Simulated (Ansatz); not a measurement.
Worked example: self-consistent single point of a (001) slab of SrAg5 (cut from a parent of space group no. 191; 12 atoms in the cell) in Ansatz (an electronic-structure program).

Level of theory: PBEsol, default PAW files made with PBE (plane waves; Ansatz).

```
CELL_PARAMETERS angstrom
      5.72758     0.00000     0.00000
     -2.86379     4.96023     0.00000
      0.00000     0.00000    20.92809
ATOMIC_POSITIONS crystal
  Sr 0.00000 0.00000 0.44483
  Ag 0.66667 0.33333 0.44483
  Ag 0.33333 0.66667 0.44483
  Ag 0.50000 0.00000 0.33448
  Ag 0.50000 0.50000 0.33448
  Ag 0.00000 0.50000 0.33448
  Sr 0.00000 0.00000 0.66552
  Ag 0.66667 0.33333 0.66552
  Ag 0.33333 0.66667 0.66552
  Ag 0.50000 0.00000 0.55517
  Ag 0.50000 0.50000 0.55517
  Ag 0.00000 0.50000 0.55517
```

Reference input (self-consistent single point, DFT, PBEsol, plane waves, default PAW files made with PBE): basis.ecutwfc = 420 eV; kpoints.mp_grid.grid = 4 4 1; hamiltonian.xc = pbesol; hamiltonian.pseudopotentials = {kind: paw} (the program's default PAW files); scf.occupations.method = gaussian; scf.occupations.width = 0.1 eV. This run's input differs from it in these lines:

Ansatz 0.2 input:
```diff
@@ -20,3 +20,3 @@
 basis:
-  ecutwfc: 420.0
+  ecutwfc: 355.0
 kpoints:
```

Output (repeated stretches shortened):

```
SCF iter   1: F=—  HF=-82205.509803 eV  |F-HF|=—  |Δ(HF+E_count)|=         —  Δρ=5.10e-3  dr2=1.10e0  ethr=1.77e-3  ⟨swp⟩=10.2  Hψ=2398  notcnv=0  defer=9
all-band conjugate gradients solve this SCF's bands
preconditioner: auto → LDOS
SCF iter   2: F=—  HF=-82205.715128 eV  |F-HF|=—  |Δ(HF+E_count)|=   2.05e-1  Δρ=8.29e-3  dr2=2.35e0  ethr=5.23e-4  ⟨swp⟩=2.2  Hψ=839  notcnv=0  defer=54
   [... lines left out ...]
SCF iter   8: F=—  HF=-82205.429596 eV  |F-HF|=—  |Δ(HF+E_count)|=   5.26e-4  Δρ=3.87e-5  dr2=1.03e-5  ethr=2.76e-8  ⟨swp⟩=2.0  Hψ=776  notcnv=0  defer=33
SCF iter   9: F=—  HF=-82205.429596 eV  |F-HF|=—  |Δ(HF+E_count)|=   2.71e-7  Δρ=1.02e-5  dr2=1.01e-6  ethr=4.93e-9  ⟨swp⟩=2.0  Hψ=866  notcnv=0  defer=33
SCF iter  10: F=—  HF=-82205.429596 eV  |F-HF|=—  |Δ(HF+E_count)|=   9.97e-8  Δρ=4.47e-6  dr2=1.41e-7  ethr=4.81e-10  ⟨swp⟩=2.0  Hψ=697  notcnv=0  defer=33
SCF iter  11: F=-82205.429596 eV  HF=-82205.429596 eV  |F-HF|=3.61e-8  |Δ(HF+E_count)|=   6.38e-8  Δρ=1.89e-6  dr2=5.33e-8  ethr=4.76e-11  ⟨swp⟩=15.2  Hψ=2371  notcnv=0
SCF 1 converged in 11 iterations: F = -82205.429596 eV  dr2 = 5.33e-8
Free energy (F): -82205.429596 eV
Internal energy: -82205.404801 eV  (E = F + TS)
E sigma→0 (E₀):  -82205.417198 eV
Entropy (-TS):   -0.024796 eV (-2.066 meV/atom)
Fermi energy:    3.705585 eV
--- Forces (eV/Å), atoms counted from 1 ---
  atom   1  Sr    -0.00000000     0.00000000    -0.20591518
  atom   2  Ag    -0.00000000     0.00000000    -0.11722825
  atom   3  Ag    -0.00000000    -0.00000000    -0.11722825
  atom   4  Ag     0.00000000     0.00000000     0.31435442
  atom   5  Ag     0.00000000    -0.00000000     0.31435442
  atom   6  Ag     0.00000000     0.00000000     0.31435442
  atom   7  Sr    -0.00000000     0.00000000    -0.15913298
  atom   8  Ag    -0.00000000     0.00000000    -0.16443052
   [... lines left out ...]
  atom  12  Ag     0.00000000     0.00000000    -0.00489217
--- Stress (GPa, compression-positive) ---
       -2.224402       0.000000      -0.000000
        0.000000      -2.224402      -0.000000
       -0.000000      -0.000000      -1.207422
  P = ⅓ Tr σ = -1.8854 GPa (-18.854 kbar)
  The stress holds the Pulay correction. Without it, at fixed plane waves, as pw.x and ABINIT print it: P = -2.0328 GPa
```

The run converged in 11 iterations. Against the reference run the free energy rises by 2.4 meV/atom and the largest force stays at 0.314 eV/Å.

The starting cell comes from a database of computed structures (which also holds hypothetical and non-ambient phases and stackings), without a prior relaxation at this level. The slab is cut from that crystal, and its faces are unrelaxed. Its lattice was rescaled by up to half a per cent. The two faces of this cut differ, and no dipole correction was used. The cutoff lies below the one recommended for these files.
